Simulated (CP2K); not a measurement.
CP2K run on WSi2 (P1, 3 atoms in the cell): self-consistent single point.

Method of the run: PBE, GPW, DZVP-MOLOPT-SR-GTH basis, GTH-PBE potentials (GTH_POTENTIALS) (CP2K 2026.2).

The change in words: lattice scaled by 0.98. Reference geometry:
```yaml
crystal:
  lattice:
    - [4.52540, 0.00000, 0.00000]
    - [2.24846, 3.92730, 0.00000]
    - [-3.38693, -1.96365, 2.26981]
  atoms:
    - { symbol: Si, position: [0.66697, 0.68321, 0.02534] }
    - { symbol: Si, position: [0.36399, 0.30300, 0.97961] }
    - { symbol: W, position: [0.96903, 0.01378, 0.99505] }
```

Reference input (self-consistent single point, DFT PBE, GPW, DZVP-MOLOPT-SR-GTH basis, GTH-PBE potentials (GTH_POTENTIALS)): CUTOFF = 500 Ry; REL_CUTOFF = 50 Ry; SMEAR/METHOD = GAUSSIAN; SIGMA = 0.136 eV; KPOINTS/SCHEME = MONKHORST-PACK 7 7 9; XC_FUNCTIONAL = PBE; Si/BASIS_SET = DZVP-MOLOPT-SR-GTH-q4; Si/POTENTIAL = GTH-PBE-q4; W/BASIS_SET = DZVP-MOLOPT-SR-GTH-q14; W/POTENTIAL = GTH-PBE-q14; METHOD = GPW; EPS_DEFAULT = 1e-11. This run's input differs from it in these lines:

```diff
@@ -62,5 +62,5 @@
     &CELL
-      A 4.52540300 0.00000000 0.00000000
-      B 2.24845700 3.92730400 0.00000000
-      C -3.38693000 -1.96365200 2.26981300
+      A 4.43489500 0.00000000 0.00000000
+      B 2.20348800 3.84875800 0.00000000
+      C -3.31919200 -1.92437900 2.22441700
       PERIODIC XYZ
@@ -68,5 +68,5 @@
     &COORD
-      Si       4.46866734     2.63342621     0.05752160
-      Si       2.39755243     1.23001983    -0.04627695
-      W       -0.09236543     0.06385993    -0.01124238
+      Si       4.37929411     2.58075774     0.05637118
+      Si       2.34960146     1.20541946    -0.04535141
+      W       -0.09051812     0.06258273    -0.01101754
     &END COORD
```

Log, with long lists cut:

```
 SCF WAVEFUNCTION OPTIMIZATION

  Step     Update method      Time    Convergence         Total energy    Change
     1 NoMix/Diag. 0.20E+00      -     1.29373731       -77.2936665703 -7.73E+01
     2 Broy./Diag. 0.20E+00      -     0.02455513       -76.6206794119  6.73E-01
     3 Broy./Diag. 0.20E+00      -     0.04649582       -76.3596675173  2.61E-01
     4 Broy./Diag. 0.20E+00      -     0.01267128       -76.2178727016  1.42E-01
     5 Broy./Diag. 0.20E+00      -     0.00290934       -76.1233787492  9.45E-02
     6 Broy./Diag. 0.20E+00      -     0.00185786       -76.1211722076  2.21E-03
   [... 5 lines left out ...]
    12 Broy./Diag. 0.20E+00      -     0.00000097       -76.1296247266  5.97E-09
    13 Broy./Diag. 0.20E+00      -     0.00000047       -76.1296215614  3.17E-06
    14 Broy./Diag. 0.20E+00      -     0.00000013       -76.1296201339  1.43E-06
    15 Broy./Diag. 0.20E+00      -     0.00000005       -76.1296193407  7.93E-07
  *** SCF run converged in    15 steps ***

  Overlap energy of the core charge distribution:               0.00000000625287
  Self energy of the core charge distribution:               -122.90594631494893
  Core Hamiltonian energy:                                     27.14945295219784
  Hartree energy:                                              30.05992699504528
  Exchange-correlation energy:                                -10.43298783928035
  Smearing free energy correction:                             -0.00006513997427
  Fermi energy:                                                 0.52434947107370

  Total energy:                                               -76.12961934068998
  Total energy (extrapolated to sigma->0):                    -76.12958677070284

   [... lines left out ...]

 STRESS| Analytical stress tensor [bar]
 STRESS|                        x                   y                   z
 STRESS|      x        3.28037353175E+05  -4.48909458328E+04  -8.46036180919E+03
 STRESS|      y       -4.48909458328E+04   2.45145340508E+05  -1.35597546737E+04
 STRESS|      z       -8.46036180919E+03  -1.35597546737E+04   2.04294527122E+05
 STRESS| 1/3 Trace                                             2.59159073602E+05
```

The run converged in 15 iterations. Against the reference run the free energy rises by 84.1 meV/atom, the pressure goes from 9.05 to 25.92 GPa and the largest force goes from 3.174 to 3.893 eV/Å.

The starting cell has typed, rounded lattice constants, without a prior relaxation at this level. Its atoms were displaced at random from the sites of space group no. 139. For this run, on top of that: lattice scaled by 0.98. Spin polarisation is off. Values carry the incompleteness of an atom-centred basis. With a pressure of about 26 GPa the cell is away from its equilibrium volume at this level. Forces in this geometry exceed 1 eV/Å.

Cost on one core of a shared machine: roughly 2 min.
